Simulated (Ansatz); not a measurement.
**A computed series for Cu: response to strain**

The parent structure is Cu in the fcc (Cu type) structure (space group Fm-3m, No. 225; a = 3.577 Å; relaxed with 0.1 eV smearing). Axes: x, y, z lie along the cube axes.

Strains are applied to the cell and any free atomic positions relax; under biaxial strain the out-of-plane vector relaxes too.

Calculations: r2SCAN (Ansatz, an electronic-structure program; PAW; 500 eV plane waves; no spin-orbit coupling).

Notes on the quantities. in-plane stress: mean in-plane stress (compression positive); energy relative to the base: free energy F.

```csv
change,in-plane stress,out-of-plane strain,energy relative to the base,shortest interatomic distance
base,–,–,0 meV/atom,2.529 Å
"biaxial strain −3.00 %, plane normal [001], relaxed out of plane",+5.7 GPa,+4.09 %,+11 meV/atom,2.453 Å
"biaxial strain −2.50 %, plane normal [001], relaxed out of plane",+4.6 GPa,+3.42 %,+7.6 meV/atom,2.466 Å
"biaxial strain −2.00 %, plane normal [001], relaxed out of plane",+3.5 GPa,+2.75 %,+4.7 meV/atom,2.479 Å
"biaxial strain −1.50 %, plane normal [001], relaxed out of plane",+2.5 GPa,…,+2.6 meV/atom,2.491 Å
"biaxial strain −1.00 %, plane normal [001], relaxed out of plane",…,+1.39 %,+1.1 meV/atom,2.504 Å
"biaxial strain −0.50 %, plane normal [001], relaxed out of plane",+0.8 GPa,+0.70 %,+0.3 meV/atom,2.517 Å
```

Task: What belongs in the blanks?

Result: 
- biaxial strain −1.50 %, plane normal [001], relaxed out of plane, out-of-plane strain: +2.07 %
- biaxial strain −1.00 %, plane normal [001], relaxed out of plane, in-plane stress: +1.6 GPa

Whether these cells are dynamically stable was not tested. The final runs are not spin-polarised.
